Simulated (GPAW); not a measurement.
**A short convergence ladder for Cs3Bi (I4mm, 4 atoms in the cell)**

```
Cs3Bi
1.0
    0.00000     4.67311     4.67311
    4.67311     0.00000     4.67311
    4.67311     4.67311     0.00000
Cs Bi
3 1
Direct
  0.25000   0.25000   0.25000
  0.75000   0.75000   0.75000
  0.50535   0.50535   0.49465
  0.00000   0.00000   0.00000
```

Base method: PBEsol, GPAW PAW datasets PBEsol (made by gpaw-setup) (plane waves; GPAW 25.7.0).

Base settings: mode = pw; ecut = 550 eV; xc = PBEsol; kpts = 2 2 2; mesh shift (steps) = 0 0 0; occupations.name = methfessel-paxton; occupations.width = 0.272 eV; occupations.order = 0; nbands = -6; convergence.bands = -4.

Core times come from one kind of shared machine, to one figure; runs under 30 s give none.

**The relaxed cell against the cutoff**

On Cs3Bi (Fm-3m, 4 atoms in the cell): atoms on their sites.

In this ladder: nbands = -10; convergence.bands = default; convergence.density = 1e-05 e/electron; optimizer = BFGS; fmax = 0.02 eV/Å.

The mesh stays at the base's, so the ladder's end is converged at best in this setting alone.

Only quantities that move along the ladder and can be compared are tabulated.

| ecut | relaxed volume (Å³/atom) | relaxation steps | core time / last (rough) |
|---|---|---|---|
| 275 eV | 42.373 | 4 | 0.3 |
| 330 eV | 44.874 | 3 | 0.3 |
| 385 eV | 48.043 | 3 | 0.3 |
| 470 eV | 49.965 | 2 | 0.4 |
| 550 eV | 50.365 | 2 | 0.2 |
| 660 eV | 50.311 | 3 | 0.4 |
| 825 eV | 50.360 | 2 | 0.6 |
| 1100 eV | 50.364 | 3 | 1 |

Coarsest ecut that holds the relaxed volume within 0.252 Å³/atom of the last step, with all finer ones: 550 eV, at about 0.2 of the last step's time; the step before is off by 0.40 Å³/atom.

At the lowest cutoff the cell relaxes to a volume 16 % smaller than at the highest.

On the base run: the starting cell comes from a database of computed structures (which also holds hypothetical and non-ambient phases and stackings), without a prior relaxation at this level. Its lattice was rescaled by up to half a per cent. One atom was moved a little off its site on purpose. Without a gap this mesh is coarse (it stands for a supercell whose shortest vector is 13 Å).
